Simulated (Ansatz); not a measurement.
# HfN (model structure, started from the NbAs type, I4₁md, No. 109, 4 atoms in the cell): bulk modulus B0 by level of theory

No measured value is used here.

| level (code) | value (GPa) | cell (Å³/atom) |
|---|---|---|
| LDA (Ansatz) | (withheld) | 11.43 |
| PBEsol (Ansatz) | 254 | 11.72 |
| r²SCAN (Ansatz) | 250 | 11.93 |

**Question.** Some entries are withheld; supply them.

**Answer.** 
- LDA (Ansatz, a quantum-chemistry and plane-wave program), value (GPa): 271

Density-functional levels without +SOC have no spin–orbit coupling. LDA, PBEsol, r²SCAN: the bulk modulus is −V dP/dV from two relaxed cells at ±2 % in volume. Each level is taken at its own relaxed cell. Cutoffs differ between the levels. Ansatz's density-functional and Hartree–Fock values are scalar-relativistic unless marked +SOC, with PAW data made under PBE.

A model structure was made by putting elements into a prototype or built by hand; it is no filed structure, need not be a known phase, and can be a saddle point held by its symmetry.
